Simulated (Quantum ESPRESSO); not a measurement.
## What a tighter setting buys: K_POINTS, Hf6Al2Pt (P-62m, 9 atoms in the cell)

Cell: a = 7.9034 Å, b = 7.9034 Å, c = 3.3337 Å, α = 90.00°, β = 90.00°, γ = 120.00°.

Computed with PBEsol, GBRV 1.5 ultrasoft (PBESOL) pseudopotentials (plane waves; Quantum ESPRESSO).

Base settings: ecutwfc = 40 Ry; ecutrho = 320 Ry; occupations = smearing; smearing = fd; degauss = 0.0073499 Ry; potentials = {Hf: hf_pbesol_v1.uspp.F.UPF, Al: al_pbesol_v1.uspp.F.UPF, Pt: pt_pbesol_v1.4.uspp.F.UPF}; K_POINTS = automatic 3 3 5 0 0 0; conv_thr = 1e-09 Ry.

Misses are taken against the tightest run, automatic 6 6 11 0 0 0, which need not be fully converged itself. The energy is the free energy per atom.

The count of work is k-points × plane waves × bands × iterations; it is no time, and leaves out set-up, grids and terms that scale otherwise. Core times come from one kind of shared machine and are given to one figure; runs under 30 s give none.

The starting cell comes from a database of computed structures (which also holds hypothetical and non-ambient phases and stackings), without a prior relaxation at this level. Spin polarisation is off. Without a gap this mesh is coarse (it stands for a supercell whose shortest vector is 17 Å).

The runs (K_POINTS): automatic 1 1 1 0 0 0 | automatic 1 1 2 0 0 0 | automatic 2 2 3 0 0 0 | automatic 2 2 4 0 0 0 | automatic 3 3 5 0 0 0 | automatic 3 3 6 0 0 0 | automatic 4 4 7 0 0 0 | automatic 5 5 9 0 0 0 | automatic 6 6 11 0 0 0.

Task: Which is the coarsest setting among those run that, with all tighter ones, holds the energy within 20 meV/atom of the reference, and what does it save?

Result: automatic 2 2 4 0 0 0, off by 11 meV/atom; it needs 0.14 of the reference's count of work and about 0.4 of the reference's time. The coarser automatic 1 1 2 0 0 0 also lies inside, but a setting between leaves the range again, so that is luck.

Task: Which is the coarsest setting among those run that, with all tighter ones, holds the energy within 10 meV/atom of the reference, and what does it save?

Result: automatic 3 3 5 0 0 0, off by 8.0 meV/atom; it needs 0.21 of the reference's count of work and about 0.4 of the reference's time. The coarser automatic 1 1 2 0 0 0 also lies inside, but a setting between leaves the range again, so that is luck.

Task: What does the step from automatic 2 2 3 0 0 0 to automatic 5 5 9 0 0 0 buy?

Result: It takes the miss in the energy from 35 to 1.7 meV/atom, for 5.9 times the count of work and roughly 3 times the time.

| K_POINTS | energy less reference (meV/atom) | pressure less reference (GPa) | largest difference in the force on any atom (eV/Å) | count of work / reference | core time / reference (rough) |
|---|---|---|---|---|---|
| automatic 1 1 1 0 0 0 | -170.11 | 2.32 | 0.344 | 0.046 | 0.4 |
| automatic 1 1 2 0 0 0 | 3.98 | -0.52 | 1.614 | 0.054 | 0.2 |
| automatic 2 2 3 0 0 0 | -34.52 | -0.36 | 0.123 | 0.11 | 0.2 |
| automatic 2 2 4 0 0 0 | -10.89 | -0.18 | 0.031 | 0.14 | 0.4 |
| automatic 3 3 5 0 0 0 | 7.97 | -0.03 | 0.122 | 0.21 | 0.4 |
| automatic 3 3 6 0 0 0 | 5.35 | 0.14 | 0.018 | 0.28 | 0.4 |
| automatic 4 4 7 0 0 0 | 2.73 | 0.06 | 0.035 | 0.38 | 0.5 |
| automatic 5 5 9 0 0 0 | -1.68 | -0.02 | 0.028 | 0.63 | 0.7 |
| automatic 6 6 11 0 0 0 | 0.00 | 0.00 | 0.000 | 1.0 | 1 |
